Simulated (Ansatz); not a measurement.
The parent structure is Ta$_{2}$O$_{5}$ (space group C2, No. 5; a = 5.9244 Å, b = 5.0763 Å, c = 5.7491 Å, α = γ = 90.00°, β = 117.45°; a cell from a computed database, its experimental status unchecked).

One thing is altered: an isotropic linear strain of +0.61 %, atoms relaxed at fixed cell.

Levels (all Ansatz, a first-principles code, PAW): PBEsol (420 eV, spin-orbit coupling left out); PBEsol+SOC (420 eV, noncollinear with spin-orbit coupling).

The geometry is relaxed with PBEsol.

| Property | Value |
|---|---|
| PBEsol pressure | -2.82 GPa |
| PBEsol smallest direct gap | 2.89 eV |
| PBEsol band gap | 2.40 eV |

With PBEsol+SOC at the same geometry, the pressure shrinks by 0.276 GPa (-2.82 GPa → -3.09 GPa); the smallest direct gap drops by 0.10 eV to 2.79 eV; the band gap hardly moves (2.40 eV against 2.39 eV).

Single points use the geometry relaxed with PBEsol. The spin-orbit shifts are approximate. With Ta present, leaving out spin-orbit coupling can change the band edges. Whether these cells are dynamically stable was not tested.
